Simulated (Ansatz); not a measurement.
Fermi-surface data of RhSi (Pnma)

```
RhSi
1.0
    5.53932     0.00000     0.00000
    0.00000     3.05745     0.00000
    0.00000     0.00000     6.37222
Si Rh
4 4
Direct
  0.18505   0.25000   0.44408
  0.81495   0.75000   0.55592
  0.31495   0.75000   0.94408
  0.68505   0.25000   0.05592
  0.00301   0.25000   0.79814
  0.99699   0.75000   0.20186
  0.49699   0.75000   0.29814
  0.50301   0.25000   0.70186
```

Computed with PBEsol, rigid bands (plane waves, PAW, scalar-relativistic; Ansatz, a program for electronic structure). How the cell was made: cell and atoms relaxed with PBEsol.

The density of states at the Fermi level comes out as 2.16 states/(eV·cell), both spins and the bare Sommerfeld coefficient is 0.64 mJ/(mol of atoms·K²). The drude plasma energy is 1.14 (x), 3.1 (y), 2.3 (z) eV and the root-mean-square Fermi velocity comes out as 3.2e5 m/s. The resistivity times τ is 380 (x), 52 (y), 96 (z) ×10⁻²² Ω·m·s.

A metal at this level (no band gap); rigid bands, thermally averaged at 300 K, both spins. Spin-orbit coupling is left out. τ is one relaxation time for all states.

Computed structure, not matched to a measured one here, so possibly hypothetical: RhSi (Pnma).
